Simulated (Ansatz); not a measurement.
**SrTiO3, element substitutions**

The parent structure is SrTiO$_{3}$ in the cubic perovskite structure (space group Pm-3m, No. 221; a = 3.891 Å).

Each row replaces one element on all its sites; cell and atoms are relaxed.

The values are results of plane-wave PAW DFT at the PBEsol level (Ansatz, a program for electronic structure, 420 eV), no spin-orbit coupling, earlier PAW set, not measurements.

**Question.** Only one of these keeps a band gap. Which?
A) Ti → Sc
B) Ti → Be
C) Ti → Zr

**Answer.** C, Ti → Zr. Computed: Ti → Sc: zero; Ti → Zr: 3.31 eV; Ti → Be: zero

Other magnetic orders, which the real material may have, were not ruled out. Stability against distortions was not tested. For SrScO3 and SrBeO3 in this form, whether it has been made was not checked. Spin-polarised in the final run: SrScO3 and SrBeO3; the other runs are not. Many cubic perovskites are stable only at high temperature; tilts and polar distortions were not tested.
